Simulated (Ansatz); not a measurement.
Start from ZnCu$_{2}$SnS$_{4}$ (space group I-4, No. 82; a = 5.468 Å, c = 10.935 Å).

Method: PBE (Ansatz, a first-principles code; PAW; 420 eV plane waves; spin-orbit coupling left out), earlier PAW set.

Base values:

| Property | Value |
|---|---|
| Pressure | 0.0 GPa |
| Valley order | Γ 0.04 eV; X (0, 0, 1/2) 0.47 eV |

Perturbation: every lattice vector is stretched by 4.84 %, atoms relaxed at fixed cell.

Task: How does this affect the energy relative to the base?

Result: The energy goes up by 76 meV/atom.

Task: What does the calculation give for the pressure after the change?

Result: The pressure (mean of the normal stresses, compression positive) goes from zero to -6.8 GPa.

Task: Predict the new valley order.

Result: The valley order (the lowest conduction-band minima on the path, energy above the VBM, named in the base's zone) becomes Γ 0.04 eV; X (0, 0, 1/2) 0.31 eV (base: Γ 0.04 eV; X (0, 0, 1/2) 0.47 eV).

Task: Estimate the effect on the largest internal atomic displacement.

Result: The largest internal atomic displacement amounts to 0.034 Å.

The cells carry an imposed strain or load. Stability against distortions was not tested. All final runs are without spin polarisation. Gaps under 0.05 eV, about the width of the smearing, are given as zero.
